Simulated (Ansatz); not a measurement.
We consider SrZrO3 (P4mm, No. 99, 5 atoms in the cell; start mp-1068742; a measured phase of this formula has another space group), described by LDA in Ansatz (PAW).

Numerical settings: plane-wave cutoff 520 eV, 8×8×8 k mesh, Fermi–Dirac smearing 0.01 eV, scalar-relativistic PAW data made under PBE.

Cell (relaxed at this level):

```
SrZrO3
1.0
    4.07313     0.00000     0.00000
    0.00000     4.07313     0.00000
    0.00000     0.00000     4.16399
Sr Zr O
1 1 3
Direct
  0.50000   0.50000   0.55633
  0.00000   0.00000   0.00561
  0.00000   0.00000   0.48336
  0.50000   0.00000   0.94935
  0.00000   0.50000   0.94935
```

Task: Give the computed band gap and smallest direct gap on the k points sampled.

Result: 
* **band gap**: 3.37 eV
* **smallest direct gap on the k points sampled**: 3.62 eV

Spin–orbit coupling is not included.

The computed numbers hold no vibrational or temperature effects.

Computing time: around 15 core-seconds (rough).

A start named mp-… is a Materials Project structure, which need not be a measured phase.

Ansatz is a first-principles code.
